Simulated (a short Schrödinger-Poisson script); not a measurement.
Symmetric double-gate stack, SiO2 on p-type InP

Structure: symmetric double-gate stack, SiO2 on p-type InP, at 300 K.

| layer | material | thickness (nm) | Na (cm⁻³) |
|---|---|---|---|
| 1 | SiO2 | 2.9 | - |
| 2 | InP | 5 | 1e18 |
| 3 | SiO2 | 2.9 | - |

The device is made up for the run: typed textbook-type constants, with dimensions and the other settings drawn at random. SiO2: permittivity 3.9, conduction-band edge (eV) 3.48, gap (eV) 9, electron mass (mₑ) 0.5. InP: permittivity 12.5, conduction-band edge (eV) 0, gap (eV) 1.344, Nv at 300 K (cm⁻³) 1.1e19.

Channel valleys (confinement mass, in-plane density-of-states mass, number): Γ 0.08, 0.08, 1. At the gates, both at one voltage, the conduction-band edge of layer 1 lies 3.9 eV − eVg above the Fermi level of the channel. Gaps are held at their typed values at every temperature. Mesh 0.03 nm at interfaces.

Solved with a short Schrödinger-Poisson script written for these runs: 1D Poisson equation in equilibrium, electrons quantum, Hartree (BenDaniel-Duke, 12 states a valley, the channel's in-plane mass for all, wave functions free to enter the dielectric), parabolic valleys, classical holes, full ionisation, no traps, pinning or gate leakage.

| Vg (V) | electrons (cm⁻²) | C (μF/cm²) | Γ E0 (meV) | Γ E1 (meV) |
|---|---|---|---|---|
| 0.3 | 3.71e7 | < 0.003 | 259.9 | 590.4 |
| 0.4 | 1.77e9 | 0.0111 | 160.1 | 490.5 |
| 0.5 | 6.72e10 | 0.341 | 65.0 | 395.3 |
| 0.6 | 5.61e11 | 1.16 | 2.3 | 331.3 |
| 0.7 | 1.38e12 | 1.42 | -35.5 | 291.2 |
| 0.8 | 2.29e12 | 1.49 | -66.7 | 257.6 |
| 0.9 | 3.23e12 | 1.51 | -96.0 | 225.9 |
| 1 | 4.17e12 | 1.52 | -124.7 | 194.8 |
| 1.1 | 5.12e12 | 1.52 | -153.2 | 163.8 |
| 1.2 | 6.07e12 | 1.52 | -181.6 | 133.0 |
| 1.3 | 7.03e12 | 1.53 | -209.8 | 102.4 |
| 1.4 | 7.99e12 | 1.55 | -237.5 | 72.3 |
| 1.5 | 8.97e12 | 1.60 | -264.0 | 43.5 |
| 1.6 | 9.99e12 | 1.66 | -288.1 | 17.2 |
| 1.7 | 1.10e13 | 1.73 | -309.3 | -6.2 |
| 1.8 | 1.21e13 | 1.77 | -328.3 | -27.3 |
| 1.9 | 1.33e13 | 1.80 | -345.8 | -46.9 |

Gate voltages with under 1e6 electrons/cm² are left out.

Subbands count from the Fermi level. The capacitance is that of both gates.

Above a few 1e12 electrons/cm² a light Γ valley is non-parabolic and upper valleys begin to fill, which the model leaves out.
